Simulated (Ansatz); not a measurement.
## Au: biaxial strain −1.80 %, plane normal [001], relaxed out of plane

Base system: Au in the fcc (Cu type) structure (space group Fm-3m, No. 225; a = 4.083 Å; relaxed with 0.1 eV smearing). Axes: x, y, z lie along the cube axes.

Now apply this change: compressive biaxial strain of 1.80 % in the plane normal to [001], as in epitaxy on a mismatched substrate; the out-of-plane cell vector and the atoms relax.

All numbers come from Kohn–Sham DFT with the PBEsol functional, run in Ansatz (an electronic-structure program) with PAW and 420 eV plane waves, no SOC, earlier PAW set. Settings: 28×28×28 k-points, 0.1 eV Fermi–Dirac smearing.

- Volume per atom = 16.91 Å³ (base 17.02 Å³)
- Space group = I4/mmm (No. 139) (base Fm-3m (No. 225))
- Shortest interatomic distance = 2.835 Å (base 2.887 Å)
- Energy relative to the base (free energy F) = +3.3 meV/atom
- Pressure (mean of the normal stresses, compression positive) = 1.2 GPa (base 0.0 GPa)
- Band gap = zero (base zero)
- Out-of-plane strain = +3.05 %
- Ratio −ε⊥/ε∥ = 1.69
- Mean in-plane stress (compression positive) = +1.8 GPa

Final structure (turned so that z lies along the plane normal):

```xyz
1
Lattice="2.8350 0.0000 0.0000 0.0000 2.8350 0.0000 1.4175 -1.4175 2.1037" Properties=species:S:1:pos:R:3 pbc="T T T"
Au     0.0000     0.0000     0.0000
```

No phonon test of stability was made.
